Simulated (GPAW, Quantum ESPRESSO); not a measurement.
A Quantum ESPRESSO input for a self-consistent single point of Rb3Bi (Fm-3m, 4 atoms in the cell) (DFT, PBEsol, plane waves, SSSP 1.1.2 efficiency (PBE) pseudopotentials):

```fortran
&CONTROL
   calculation = 'scf'
   prefix = 'pwscf'
   outdir = './tmp'
   pseudo_dir = './'
   verbosity = 'high'
   tprnfor = .true.
   tstress = .true.
/
&SYSTEM
   ibrav = 2
   celldm(1) = 16.7102774228
   nat = 4
   ntyp = 2
   ecutwfc = 60
   ecutrho = 480
   occupations = 'smearing'
   smearing = 'fd'
   degauss = 0.0073499
   input_dft = 'pbesol'
/
&ELECTRONS
   conv_thr = 1.0d-10
   mixing_beta = 0.7
/
ATOMIC_SPECIES
Rb    85.4678  Rb_ONCV_PBE-1.0.oncvpsp.upf
Bi   208.9804  Bi_pbe_v1.uspp.F.UPF
ATOMIC_POSITIONS {angstrom}
Rb   -6.6320235000    6.6320235000    6.6320235000
Rb   -2.2106745000    2.2106745000    2.2106745000
Rb   -4.4213490000    4.4213490000    4.4213490000
Bi    0.0000000000    0.0000000000    0.0000000000
K_POINTS {automatic}
9 9 9  0 0 0
```

**Question.** Translate this input to GPAW.

**Answer.** This is the input that was run; spellings and numerical settings could be chosen otherwise.

```python
from ase import Atoms
from ase.units import GPa
from gpaw import GPAW, PW, FermiDirac

atoms = Atoms(['Rb', 'Rb', 'Rb', 'Bi'],
              cell=[[0.000000, 4.421349, 4.421349],
                    [4.421349, 0.000000, 4.421349],
                    [4.421349, 4.421349, 0.000000]],
              scaled_positions=[[0.750000, 0.750000, 0.750000],
                                [0.250000, 0.250000, 0.250000],
                                [0.500000, 0.500000, 0.500000],
                                [0.000000, 0.000000, 0.000000]],
              pbc=True)

calc = GPAW(mode=PW(600),
            xc='PBEsol',
            kpts=(9, 9, 9),
            occupations=FermiDirac(0.1),
            nbands=-10,
            symmetry={'symmorphic': False, 'tolerance': 0.0005},
            maxiter=100)

atoms.calc = calc

energy = atoms.get_potential_energy()
print('Energy (eV):', round(energy, 6))
forces = atoms.get_forces()
print('Forces (eV/Ang):')
print(forces.round(5))
stress = atoms.get_stress()
print('Stress (GPa, Voigt):', (stress / GPa).round(4))
```

Basis settings and potentials, where a program has them, do not carry over. This input uses DFT PBEsol, plane waves, GPAW PAW datasets PBEsol (made by gpaw-setup). Both were run: pressure 0.26 GPa in Quantum ESPRESSO and 0.26 in GPAW.

On GPAW: the starting cell comes from a database of computed structures (which also holds hypothetical and non-ambient phases and stackings), without a prior relaxation at this level. Its lattice was rescaled by a random factor within 2.5 % of one.

On Quantum ESPRESSO: the starting cell comes from a database of computed structures (which also holds hypothetical and non-ambient phases and stackings), without a prior relaxation at this level. Its lattice was rescaled by a random factor within 2.5 % of one.
